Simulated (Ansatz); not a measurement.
The reference is WSe2 in the 2H-MoS2 type structure (space group P6_3/mmc, No. 194; a = 3.2995 Å, c = 13.1475 Å; layered, stacked along the Cartesian z axis). Axes: x lies along a and z along c of the hexagonal cell.

Computed with r2SCAN+rVV10/PAW in Ansatz (a first-principles code), no SOC, earlier PAW set.

Now apply this change: uniaxial strain ε_zz = −1.06 %, all other strain components held at zero; the atoms relax in the strained cell.

Problem. Predict the stress tensor and what it implies for the stiffness.

Solution. Stress of the strained cell less that of the base (GPa, compression positive):
```
   0.12    0.00    0.00
   0.00    0.12    0.00
   0.00    0.00    0.54
```

Then −Δσ_ii/ε with ε = -0.0106 gives relaxed-ion elastic constants: C33 ≈ 51 GPa.

Whether these cells are dynamically stable was not tested.
